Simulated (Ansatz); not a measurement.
LiPdH (P4/mmm), PBEsol, DFPT electron-phonon coupling, linearised Boltzmann equation (Ansatz, a first-principles code): phonon-limited resistivity 6.64 μΩ·cm at 300 K along z (a = (2.76, 0.00, 0.00) Å; b = (0.00, 2.76, 0.00) Å; c = (0.00, 0.00, 3.92) Å), current-weighted mean free path 23 nm, Drude plasma energy 5.41 eV.

Q: What is the classical skin depth at 100 GHz (nonmagnetic, μ₀ = 1.257×10⁻⁶ H/m)?

A: δ = √(ρ/(π f μ₀)) = 410 nm.

Q: What Drude relaxation time do resistivity and plasma energy imply?

A: ω_p = 8.22e15 s⁻¹, so τ = 1/(ε₀ ω_p² ρ) = 25.2 fs, a damping ħ/τ of 26.1 meV.

A metal at this level (no band gap). Only scattering by harmonic phonons is included (no impurities, grain boundaries, electron-electron scattering or thermal expansion). Spin-orbit coupling is left out. Halving the electron mesh (32x32x24) moves the resistivity by up to 1 % at 300 K, the mean free path by up to 2 %. Smearing 0.20 eV; phonons on a 5x5x4 q mesh, which this run doesn't test.

Computed structure with no diffraction record at hand here (it may be known, metastable or hypothetical): LiPdH (P4/mmm).
